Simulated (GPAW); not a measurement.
Several settings converged on NiAl (P4mm, 2 atoms in the cell)

```
NiAl
1.0
    2.88133     0.00000     0.00000
    0.00000     2.88133     0.00000
    0.00000     0.00000     2.88133
Al Ni
1 1
Cartesian
  1.44067   1.44067   1.49066
  0.00000   0.00000   0.00000
```

Base method: LDA (Perdew-Wang 92), GPAW PAW datasets LDA (gpaw-data 1.0.1) (plane waves; GPAW).

Base settings: mode = pw; ecut = 850 eV; xc = LDA; kpts = 5 5 5; mesh shift (steps) = 0 0 0; occupations.name = fermi-dirac; occupations.width = 0.1 eV; nbands = -10; convergence.density = 1e-05 e/electron; symmetry.symmorphic = false.

The count of work is k-points × plane waves × bands × iterations; it is no time. Core times come from one kind of shared machine, to one figure; runs under 30 s give none.

**Shifted k-point meshes**

In this ladder: kpts_shift = 0.5 0.5 0.5.

Only quantities that move along the ladder and can be compared are tabulated.

| kpts | free energy less the last step's (meV/atom) | pressure (GPa) | largest difference of a force vector from the last step's (eV/Å) | count of work / last | core time / last (rough) |
|---|---|---|---|---|---|
| 2 2 2 | 845.39 | -5.74 | 0.024 | 0.0019 | – |
| 4 4 4 | 41.63 | -6.28 | 0.011 | 0.010 | – |
| 6 6 6 | -3.72 | -7.44 | 0.001 | 0.031 | – |
| 8 8 8 | -1.48 | -7.55 | 0.001 | 0.068 | – |
| 10 10 10 | 2.85 | -7.44 | 0.000 | 0.13 | – |
| 12 12 12 | -0.97 | -7.50 | 0.001 | 0.24 | 0.3 |
| 15 15 15 | -0.09 | -7.52 | 0.000 | 0.56 | 0.4 |
| 20 20 20 | 0.00 | -7.51 | 0.000 | 1.0 | 1 |

Coarsest kpts that holds the free energy within 0.5 meV/atom of the last step, with all finer ones: 15 15 15, at about 0.4 of the last step's time; the step before is off by 0.97 meV/atom.

Coarsest kpts that holds the forces within 0.005 eV/Å of the last step, with all finer ones: 6 6 6, at 0.031 of the last step's count of work; the step before is off by 0.011 eV/Å.

Coarsest kpts that holds the pressure within 0.2 GPa of the last step, with all finer ones: 6 6 6, at 0.031 of the last step's count of work; the step before is off by 1.2 GPa.

**The width of Fermi-Dirac smearing**

In this ladder: kpts = 8 8 8.

Narrow widths need finer meshes than wide ones, so the last steps can hold mesh noise.

Only quantities that move along the ladder and can be compared are tabulated; pressure and forces are left out, as mesh noise rules them at narrow widths.

| occupations.width | free energy less the last step's (meV/atom) | energy extrapolated to zero width less the last step's (meV/atom) |
|---|---|---|
| 1 eV | -779.05 | 63.48 |
| 0.5 eV | -176.09 | 3.94 |
| 0.3 eV | -63.70 | -5.00 |
| 0.2 eV | -29.40 | -3.70 |
| 0.1 eV | -6.86 | -0.88 |
| 0.05 eV | 0.00 | 0.00 |

Widest occupations.width that holds the free energy within 5 meV/atom: not settled: the last two steps still differ by 6.9 meV/atom, over half the tolerance, so the ladder does not show it.

Widest occupations.width that holds the energy extrapolated to zero width within 2 meV/atom of the last step, with all finer ones: 0.1 eV; the step before is off by 3.7 meV/atom.

The extrapolation to zero width removes most of the smearing's effect on the energy.

**The mesh under tetrahedron occupations**

In this ladder: occupations.name = improved-tetrahedron-method; occupations.width = default.

Only quantities that move along the ladder and can be compared are tabulated.

```tsv
kpts	free energy less the last step's (meV/atom)	pressure (GPa)	largest difference of a force vector from the last step's (eV/Å)	count of work / last	core time / last (rough)
5 5 5	-59.30	-7.90	0.011	0.028	–
6 6 6	2.49	-7.60	0.001	0.056	–
7 7 7	-3.86	-7.78	0.000	0.045	–
9 9 9	-0.43	-7.64	0.000	0.10	–
11 11 11	-1.11	-7.64	0.000	0.17	0.2
17 17 17	-0.23	-7.62	0.000	0.59	0.7
21 21 21	0.00	-7.61	0.000	1.0	1
```

Coarsest kpts that holds the forces within 0.005 eV/Å of the last step, with all finer ones: 6 6 6, at 0.056 of the last step's count of work; the step before is off by 0.011 eV/Å.

Coarsest kpts that holds the free energy within 2 meV/atom of the last step, with all finer ones: 9 9 9, at 0.10 of the last step's count of work; the step before is off by 3.9 meV/atom.

Coarsest kpts that holds the pressure within 0.05 GPa of the last step, with all finer ones: 9 9 9, at 0.10 of the last step's count of work; the step before is off by 0.17 GPa.

On the base run: the starting cell has typed, rounded lattice constants, without a prior relaxation at this level. Its lattice was rescaled by up to half a per cent. One atom was moved a little off its site on purpose. Spin polarisation is off. In the base run, with a pressure of about -7 GPa the cell is away from its equilibrium volume at this level. Without a gap this mesh is coarse (it stands for a supercell whose shortest vector is 14 Å).

Left out of this page: 2 runs of the series outside the window shown, repeating another row's setting, or not comparable.
